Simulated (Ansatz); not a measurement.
Base system: HgTe in the zinc blende structure (space group F-43m, No. 216; a = 6.573 Å). Axes: x, y, z lie along the cube axes.

All numbers come from r2SCAN (Ansatz, a first-principles code, PAW, scalar-relativistic without spin-orbit coupling).

Before the change:

- Pressure: 0.0 GPa

Perturbation: biaxial strain −2.00 %, plane normal [001], relaxed out of plane (Cartesian); in-plane vectors clamped, the third vector and the atoms free.

### Question
How does this affect the pressure and energy relative to the base?

### Answer
The pressure (mean of the normal stresses, compression positive) goes from zero to 0.5 GPa; the energy increases by 3.4 meV/atom.

No phonon test of stability was made. All final runs are without spin polarisation.
